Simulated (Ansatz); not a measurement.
Take SnSe$_{2}$ in the CdI2 type structure (space group P-3m1, No. 164; layered, stacked along the Cartesian z axis) as the base.

```xyz
3
Lattice="3.7935 0.0000 0.0000 -1.8968 3.2853 0.0000 0.0000 0.0000 5.7425" Properties=species:S:1:pos:R:3 pbc="T T T"
Sn     0.0000     0.0000     0.0000
Se     0.0000     2.1902     1.5854
Se     1.8968     1.0951     4.1571
```

Cartesian axes are those of the cell as printed.

All numbers come from PBEsol-D3(BJ) (Ansatz, a first-principles code, PAW, no spin-orbit coupling), earlier PAW set.

Before the change:

The shortest interatomic distance is 2.704 Å.

Now apply this change: uniaxial stress, 1 GPa tension along x, with the cell and atoms free to relax against it.

Q: How does this affect the shortest interatomic distance and energy relative to the base?

A: The shortest interatomic distance decreases by 0.003 Å (2.704 Å → 2.701 Å); the energy grows by 0.9 meV/atom.

A case with no gap was solved on a k-mesh chosen for an insulator, which is coarse for it. Load acts through the strain it causes; cell and atoms are relaxed under it. Stability under load was not tested beyond the relaxation. All final runs are without spin polarisation.
